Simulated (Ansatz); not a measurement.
## IrO2, pressure series

The reference is IrO2 in the rutile structure (space group P4_2/mnm, No. 136; a = 4.5293 Å, c = 3.1799 Å).

Cell and atoms are relaxed at each pressure.

The values are results of PBE (Ansatz, a program for electronic structure), without spin-orbit coupling, earlier PAW set, not measurements.

Notes on the quantities. enthalpy: H = E + PV relative to the base's energy.

| case | enthalpy | density |
|---|---|---|
| base | – | 11.41 g/cm³ |
| pressure −2 GPa | -0.14 eV/atom | (withheld) |
| pressure −1 GPa | -0.07 eV/atom | 11.37 g/cm³ |
| pressure 0.3 GPa | +0.02 eV/atom | 11.43 g/cm³ |
| pressure 0.7 GPa | +0.05 eV/atom | 11.44 g/cm³ |
| pressure 1.5 GPa | +0.10 eV/atom | 11.48 g/cm³ |
| pressure 3 GPa | +0.20 eV/atom | 11.54 g/cm³ |
| pressure 5 GPa | +0.34 eV/atom | 11.63 g/cm³ |
| pressure 7.5 GPa | +0.50 eV/atom | 11.73 g/cm³ |
| pressure 10 GPa | +0.67 eV/atom | 11.82 g/cm³ |

Task: Complete the table.

Result: 
- pressure −2 GPa, density: 11.33 g/cm³

Load acts through the strain it causes; cell and atoms are relaxed under it. Whether these cells are dynamically stable was not tested. Competing high-pressure phases were not computed. No Hubbard U is applied, and correlation can decide whether such a compound is a metal. The final runs are not spin-polarised.
